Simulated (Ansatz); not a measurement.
Worked example: self-consistent single point of a (100) slab of Hf (cut from a parent of space group no. 225; 4 atoms in the cell) in Ansatz (an electronic-structure program).

Method: LDA (PW92), default PAW files made with PBE (plane waves; Ansatz).

```xyz
4
Lattice="3.1769 0.0000 0.0000 -3.1769 3.1769 0.0000 0.0000 0.0000 20.7393" Properties=species:S:1:pos:R:3 pbc="T T T"
Hf     0.0000     0.0000     9.2464
Hf    -1.5885     1.5885     7.0000
Hf     0.0000     0.0000    13.7393
Hf    -1.5885     1.5885    11.4929
```

Reference input (self-consistent single point, DFT, LDA (PW92), plane waves, default PAW files made with PBE): basis.ecutwfc = 420 eV; kpoints.mp_grid.grid = 13 13 1; hamiltonian.xc = lda; hamiltonian.pseudopotentials = {kind: paw} (the program's default PAW files); scf.occupations.method = fermi_dirac; scf.occupations.width = 0.1 eV. This run's input differs from it in these lines:

Ansatz 0.2 input:
```diff
@@ -13,3 +13,3 @@
 kpoints:
-  mp_grid: { grid: [13, 13, 1] }
+  mp_grid: { grid: [6, 6, 1] }
 hamiltonian:
```

The program printed (abridged):

```
SCF iter   1: F=—  HF=-61904.580299 eV  |F-HF|=—  |Δ(HF+E_count)|=         —  Δρ=5.72e-3  dr2=1.32e0  ethr=1.77e-3  ⟨swp⟩=5.5  Hψ=2052  notcnv=0
all-band conjugate gradients solve this SCF's bands
preconditioner: auto → LDOS
SCF iter   2: F=—  HF=-61904.533996 eV  |F-HF|=—  |Δ(HF+E_count)|=   4.63e-2  Δρ=2.71e-3  dr2=4.44e-2  ethr=1.27e-3  ⟨swp⟩=2.1  Hψ=818  notcnv=0  defer=1
   [... lines left out ...]
SCF iter   6: F=—  HF=-61904.524717 eV  |F-HF|=—  |Δ(HF+E_count)|=   6.12e-5  Δρ=8.30e-5  dr2=6.33e-5  ethr=2.69e-7  ⟨swp⟩=2.0  Hψ=1141  notcnv=0  defer=1
SCF iter   7: F=—  HF=-61904.524864 eV  |F-HF|=—  |Δ(HF+E_count)|=   1.47e-4  Δρ=3.76e-5  dr2=6.91e-6  ethr=6.09e-8  ⟨swp⟩=2.5  Hψ=942  notcnv=0  defer=1
SCF iter   8: F=—  HF=-61904.524864 eV  |F-HF|=—  |Δ(HF+E_count)|=   1.16e-7  Δρ=1.50e-5  dr2=4.82e-7  ethr=6.64e-9  ⟨swp⟩=2.0  Hψ=1053  notcnv=0  defer=1
SCF iter   9: F=-61904.524865 eV  HF=-61904.524865 eV  |F-HF|=3.30e-8  |Δ(HF+E_count)|=   5.23e-7  Δρ=6.41e-6  dr2=8.72e-8  ethr=9.62e-11  ⟨swp⟩=8.4  Hψ=3181  notcnv=0
SCF 1 converged in 9 iterations: F = -61904.524865 eV  dr2 = 8.72e-8
Free energy (F): -61904.524865 eV
Internal energy: -61904.271506 eV  (E = F + TS)
E sigma→0 (E₀):  -61904.398185 eV
Entropy (-TS):   -0.253359 eV (-63.340 meV/atom)
Fermi energy:    6.055822 eV
--- Forces (eV/Å), atoms counted from 1 ---
  atom   1  Hf     0.00000000    -0.00000000    -0.97348498
  atom   2  Hf     0.00000000     0.00000000     1.26220490
  atom   3  Hf     0.00000000     0.00000000    -1.26220490
  atom   4  Hf     0.00000000    -0.00000000     0.97348498
--- Stress (GPa, compression-positive) ---
       -6.476959       0.000000       0.000000
        0.000000      -6.476959       0.000000
        0.000000       0.000000      -4.837248
  P = ⅓ Tr σ = -5.9304 GPa (-59.304 kbar)
  The stress holds the Pulay correction. Without it, at fixed plane waves, as pw.x and ABINIT print it: P = -5.9428 GPa
```

The run converged in 9 iterations. Against the reference run the free energy falls by 3.4 meV/atom and the largest force goes from 1.251 to 1.262 eV/Å.

The starting cell comes from a database of computed structures (which also holds hypothetical and non-ambient phases and stackings), without a prior relaxation at this level. The slab is cut from that crystal, and its faces are unrelaxed. Its lattice was rescaled by up to half a per cent. Spin-orbit coupling is off. Forces in this geometry exceed 1 eV/Å.
